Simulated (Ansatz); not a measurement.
This concerns the energy change from cell B to cell A (1 Cu replaced by Au, in a slab cell with one atom a plane). Reaction: cell B + Au (fcc) → cell A + Cu (fcc). The sign is products less reactants.

Cell A: a stack of composition Cu5Au2 built on Cu (fcc, Fm-3m) (111), with 5 atoms on that crystal's sites, 7 atoms, hexagonal cell of 2.57 Å (5.7 Å²), symmetry P3m1, 14.0 Å thick under 15 Å of vacuum, in-plane vectors held at the crystal's, which may strain the added film; planes from bottom to top: Cu × 5 | Au × 2, its two faces unlike (dipole correction applied); spin state with PBE: run without spin, k-point mesh 21×21×1.
```yaml
crystal:
  lattice:
    - [2.56669, 0.00000, 0.00000]
    - [1.28335, 2.22282, 0.00000]
    - [0.00000, 0.00000, 28.57417]
  atoms:
    - { symbol: Cu, position: [0.00000, 0.00000, 0.27167] }
    - { symbol: Cu, position: [0.33333, 0.33333, 0.34433] }
    - { symbol: Cu, position: [0.66667, 0.66667, 0.41745] }
    - { symbol: Cu, position: [0.00000, 0.00000, 0.49084] }
    - { symbol: Cu, position: [0.33333, 0.33333, 0.56329] }
    - { symbol: Au, position: [0.66667, 0.66667, 0.64923] }
    - { symbol: Au, position: [0.00000, 0.00000, 0.76319] }
```

Cell B: a stack of composition Cu6Au built on Cu (fcc, Fm-3m) (111), with 6 atoms on that crystal's sites, 7 atoms, hexagonal cell of 2.57 Å (5.7 Å²), symmetry P3m1, 12.9 Å thick under 16 Å of vacuum, in-plane vectors held at the crystal's, which may strain the added film; planes from bottom to top: Cu × 6 | Au, its two faces unlike (dipole correction applied); spin state with PBE: run without spin, k-point mesh 21×21×1.
```
CELL_PARAMETERS angstrom
      2.56669     0.00000     0.00000
      1.28335     2.22282     0.00000
      0.00000     0.00000    28.57417
ATOMIC_POSITIONS crystal
  Cu 0.00000 0.00000 0.27905
  Cu 0.33333 0.33333 0.35177
  Cu 0.66667 0.66667 0.42484
  Cu 0.00000 0.00000 0.49824
  Cu 0.33333 0.33333 0.57155
  Cu 0.66667 0.66667 0.64411
  Au 0.00000 0.00000 0.73043
```

Reference: Cu (fcc, Fm-3m), 1 atom in the cell, a perfect crystal on lattice vectors that match the other cells'; spin state with PBE: run without spin, k-point mesh 21×21×22 on the run's own vectors.

Reference: Au (fcc, Fm-3m), 1 atom in the cell, k-point mesh 24×24×24 on the run's own vectors. Conventional cell: a = b = c = 4.158 Å, α = β = γ = 90.00°.

Computed with Ansatz (plane waves, PAW), its default PAW set, cutoff 420 eV, 500 eV for r2SCAN. The structures are at rest with PBE, within the held lattices; other levels are single points on them. Neutral cells; Fermi-Dirac smearing of at most 0.10 eV in the solids, energies taken to zero width. The lattices are those relaxed with PBE or held as stated, so at other levels the solids can be strained, which adds to the spread. A dispersion term (D3(BJ), or D4 for r2SCAN) was computed beside these levels and is taken off wherever the name lacks it. Static lattices, no vibrational contributions. No structure search was made; lower ones may exist. Spin-orbit coupling is left out. Values are for these cell sizes. Cell A has symmetry P3m1 and got no random move, so less symmetric positions, which may lie lower, weren't tried. Cell B has symmetry P3m1 and got no random move, so less symmetric positions, which may lie lower, weren't tried.

Task: Predict the value from PBE.

Result: 0.48 eV, for cell B + Au (fcc) → cell A + Cu (fcc).

Task: How does the value move with the functional?

Result: 
| Method | value (eV) | less PBE |
|---|---|---|
| r2SCAN | 0.40 | -0.08 |

The levels span 0.08 eV, from r2SCAN (0.40) to PBE (0.48).

Ansatz is a program for electronic structure.
